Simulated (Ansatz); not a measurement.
Worked example: self-consistent single point of PbS2 (I4/mcm, 6 atoms in the cell) in Ansatz (a quantum-chemistry and plane-wave program).

Method: PBEsol, PAW files made with PBE (plane waves; Ansatz).

```
CELL_PARAMETERS angstrom
     -3.07497     3.07497     3.77660
      3.07497    -3.07497     3.77660
      3.07497     3.07497    -3.77660
ATOMIC_POSITIONS crystal
  Pb 0.75000 0.75000 0.00000
  Pb 0.25000 0.25000 0.00000
  S  0.11903 0.61903 0.73806
  S  0.88097 0.38097 0.26194
  S  0.61903 0.88097 0.50000
  S  0.38097 0.11903 0.50000
```

Reference input (self-consistent single point, DFT, LDA (PW92), plane waves, PAW files made with PBE): kpoints.mp_grid.grid = 4 4 4; hamiltonian.xc = lda; hamiltonian.pseudopotentials = {kind: paw} (the program's default PAW files); scf.occupations.method = fermi_dirac; scf.occupations.width = 0.0037 Ry. This run's input differs from it in these lines:

Ansatz 0.2 input:
```diff
@@ -16,3 +16,3 @@
 hamiltonian:
-  xc: lda
+  xc: pbesol
   pseudopotentials:
```

Output, abridged:

```
SCF iter   1: F=—  HF=-27056.159536 eV  |F-HF|=—  |Δ(HF+E_count)|=         —  Δρ=3.19e-2  dr2=1.25e0  ethr=3.10e-3  ⟨swp⟩=8.5  Hψ=2075  notcnv=0
all-band conjugate gradients solve this SCF's bands
preconditioner: auto → Kerker (q_TF=auto, 2.305 Å⁻¹)
SCF iter   2: F=—  HF=-27055.928249 eV  |F-HF|=—  |Δ(HF+E_count)|=   2.31e-1  Δρ=1.80e-2  dr2=4.12e-1  ethr=2.39e-3  ⟨swp⟩=1.0  Hψ=520  notcnv=0
   [... lines left out ...]
SCF iter   4: F=—  HF=-27055.840133 eV  |F-HF|=—  |Δ(HF+E_count)|=   3.09e-3  Δρ=5.58e-4  dr2=4.44e-4  ethr=8.70e-6  ⟨swp⟩=3.7  Hψ=1030  notcnv=0  defer=11
SCF iter   5: F=—  HF=-27055.840241 eV  |F-HF|=—  |Δ(HF+E_count)|=   1.08e-4  Δρ=1.50e-4  dr2=2.87e-5  ethr=8.53e-7  ⟨swp⟩=3.0  Hψ=741  notcnv=0  defer=11
SCF iter   6: F=—  HF=-27055.840259 eV  |F-HF|=—  |Δ(HF+E_count)|=   1.83e-5  Δρ=3.21e-5  dr2=1.78e-6  ethr=5.52e-8  ⟨swp⟩=2.1  Hψ=577  notcnv=0  defer=11
SCF iter   7: F=-27055.840260 eV  HF=-27055.840260 eV  |F-HF|=1.57e-8  |Δ(HF+E_count)|=   6.55e-7  Δρ=5.58e-6  dr2=5.89e-8  ethr=1.92e-10  ⟨swp⟩=9.3  Hψ=2392  notcnv=0
SCF 1 converged in 7 iterations: F = -27055.840260 eV  dr2 = 5.89e-8
Free energy (F): -27055.840260 eV
Internal energy: -27055.835905 eV  (E = F + TS)
E sigma→0 (E₀):  -27055.838082 eV
Entropy (-TS):   -0.004355 eV (-0.726 meV/atom)
Fermi energy:    8.187346 eV
--- Forces (eV/Å), atoms counted from 1 ---
  atom   1  Pb    -0.00000000     0.00000000     0.00000000
  atom   2  Pb    -0.00000000    -0.00000000     0.00000000
  atom   3  S      0.16758165     0.16758165     0.00000000
  atom   4  S     -0.16758165    -0.16758165     0.00000000
  atom   5  S     -0.16758165     0.16758165     0.00000000
  atom   6  S      0.16758165    -0.16758165     0.00000000
--- Stress (GPa, compression-positive) ---
       -1.698558       0.000000       0.000000
        0.000000      -1.698558       0.000000
        0.000000       0.000000      -2.156436
  P = ⅓ Tr σ = -1.8512 GPa (-18.512 kbar)
  The stress holds the Pulay correction. Without it, at fixed plane waves, as pw.x and ABINIT print it: P = -1.8784 GPa
```

The run converged in 7 iterations. Against the reference run the pressure goes from -3.60 to -1.85 GPa and the largest force goes from 0.189 to 0.237 eV/Å.

The starting cell comes from a database of computed structures (which also holds hypothetical and non-ambient phases and stackings), without a prior relaxation at this level. Ansatz's pressure includes its estimate of the finite-basis (Pulay) stress. The run gives no clean gap (levels at the Fermi energy touch, overlap or are partly filled at this smearing), which alone does not show that the compound is a metal.
